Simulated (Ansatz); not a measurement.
The starting structures come from a database of crystals and need not be the phases stable at ambient conditions.

 Where the default PAW files enter, the runs use the earlier of Ansatz's two default sets.

Inside the gap of an insulator the Bloch states are evanescent, with a wavenumber k + iκ along the transport direction.

Consider the following.

```
CELL_PARAMETERS angstrom
      5.71706     0.00000     0.00000
      0.00000     8.08515     0.00000
      2.85853     4.04258     2.85853
ATOMIC_POSITIONS crystal
  Mg 0.00000 0.50000 0.00000
  Pb 0.50000 0.75000 0.00000
  Pb 0.50000 0.25000 0.00000
  W  0.00000 0.00000 0.00000
  O  0.48338 0.24169 0.51662
  O  0.51662 0.75831 0.48338
  O  0.00000 0.75831 0.48338
  O  0.00000 0.24169 0.51662
  O  0.00000 0.24169 0.00000
  O  0.00000 0.75831 0.00000
```

Space group of this cell: Fm-3m. The cell is taken as given; by r2SCAN its mean pressure is -7.8 GPa.

Transport runs along the normal of the first two printed cell vectors, the (110) plane of the conventional cell.

The gap is the functional's own, uncorrected, and κ follows it; spin-orbit coupling is left out. Mid-gap values are interpolated between the computed energies.

Predict the band gap and the smallest decay constant κ at mid-gap from r2SCAN (Ansatz, a first-principles code).

Gap 2.76 eV on a 10×10×10 mesh; κ = 0.241 1/Å, at (0.500, 0.000) of the in-plane reciprocal vectors. At the zone centre, at the nearest computed energy, the slowest state has κ = 0.28 1/Å.
